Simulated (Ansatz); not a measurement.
Take Ta in the bcc (W type) structure (space group Im-3m, No. 229; a = 3.320 Å; relaxed with 0.1 eV smearing) as the base.

(Cell as relaxed with PBE.)

Levels (all Ansatz, a first-principles code, PAW): PBE (420 eV, scalar-relativistic without spin-orbit coupling); r2SCAN (500 eV, no spin-orbit coupling).

Each level relaxes its own structure.

```json
[
 {"base": "volume per atom", "PBE": "18.30 Å³", "r2SCAN": "18.07 Å³"},
 {"base": "lattice parameter a", "PBE": "3.320 Å", "r2SCAN": "3.306 Å"},
 {"base": "band gap", "PBE": "zero", "r2SCAN": "zero"}
]
```

Perturbation: the cell is scaled by 1.0128 in all directions, atoms relaxed at fixed cell.

| quantity | PBE | r2SCAN |
|---|---|---|
| energy relative to the base (free energy F) | +16 meV/atom | [?] |
| pressure | -6.9 GPa | [?] |

### Question
Predict the r2SCAN column.

### Answer

- energy relative to the base (free energy F), r2SCAN: +16 meV/atom
- pressure, r2SCAN: -7.2 GPa

PBE's pressure lies 0.3 GPa above r2SCAN's; the two agree on the energy relative to the base. Neither level is exact; r2SCAN is the comparison here, not a measurement.

The cells carry an imposed strain or load. No phonon test of stability was made. All final runs are without spin polarisation.
